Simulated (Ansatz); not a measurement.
C11b MoSi₂ was calculated with PBE in Ansatz (PAW).

Run with plane-wave cutoff 520 eV, 28×28×28 k mesh, Fermi–Dirac smearing 0.037 eV (set by the program), no spin polarisation, scalar-relativistic PAW data made under PBE.

Cell (relaxed at this level):

Space group I4/mmm (No. 139); a = b = 3.2169 Å, c = 7.8728 Å, α = β = γ = 90.00°

```json
[
 {"atom": "Si", "site": "4e", "symmetry": "4mm", "x": "0.0000", "y": "0.0000", "z": "0.3351"},
 {"atom": "Mo", "site": "2a", "symmetry": "4/mmm", "x": "0.0000", "y": "0.0000", "z": "0.0000"}
]
```
(The calculation used a cell of 3 atoms; values per cell refer to that cell.)

What does this level give for the Voigt–Reuss–Hill shear modulus (Hill average), elastic constant C13, Voigt–Reuss–Hill bulk modulus, elastic constant C11, elastic constant C12, elastic constant C33, elastic constant C44 and elastic constant C66?


- Voigt–Reuss–Hill shear modulus (Hill average) = 180 GPa
- elastic constant C13 = 87.7 GPa
- Voigt–Reuss–Hill bulk modulus = 205 GPa
- elastic constant C11 = 393 GPa
- elastic constant C12 = 109 GPa
- elastic constant C33 = 491 GPa
- elastic constant C44 = 194 GPa
- elastic constant C66 = 189 GPa

Measured, for comparison: elastic constant C13 83.8 GPa, elastic constant C11 417 GPa, elastic constant C12 104 GPa, elastic constant C33 514 GPa, elastic constant C44 204 GPa, elastic constant C66 194 GPa (temperature not stated, no zero-point or thermal correction; as tabulated in Friák et al. (2018), doi:10.3390/nano8121057). Computed (rounded) less measured: elastic constant C13 +5 %, elastic constant C11 -6 %, elastic constant C12 +5 %, elastic constant C33 -4 %, elastic constant C44 -5 %, elastic constant C66 -3 %. A static lattice is as a rule a little smaller and stiffer than an uncorrected measurement, which narrows the difference in the elastic constant C13, elastic constant C12 and would widen misses of the other sign.

Elastic constants are with the ions relaxed.

Computed values are for the static lattice.

Computing time: about 110 core-minutes (a rough figure).

Ansatz is a first-principles code.
